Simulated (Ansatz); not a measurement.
ZrN (Fm-3m): band-structure transport figures

Given:

```yaml
crystal:
  lattice:
    - [0.00000, 2.28186, 2.28186]
    - [2.28186, 0.00000, 2.28186]
    - [2.28186, 2.28186, 0.00000]
  atoms:
    - { symbol: Zr, position: [0.50000, 0.50000, 0.50000] }
    - { symbol: N, position: [0.00000, 0.00000, 0.00000] }
```

Computed with PBEsol, rigid bands (plane waves, PAW, scalar-relativistic; Ansatz, a first-principles code). Condition of this run: hydrostatic pressure -2 GPa (the target of the relaxation). Geometry: cell and atoms relaxed with PBEsol, then loaded as said.

```
Property                                                          Result
------------------------------------  ----------------------------------
density of states at the Fermi level  0.656 states/(eV·cell), both spins
bare Sommerfeld coefficient                    0.77 mJ/(mol of atoms·K²)
Drude plasma energy                                               8.9 eV
root-mean-square Fermi velocity                                1.0e6 m/s
resistivity times τ                                     6.2 ×10⁻²² Ω·m·s
```

A metal at this level (no band gap); rigid bands, thermally averaged at 300 K, both spins. Spin-orbit coupling is left out. τ is one relaxation time for all states.
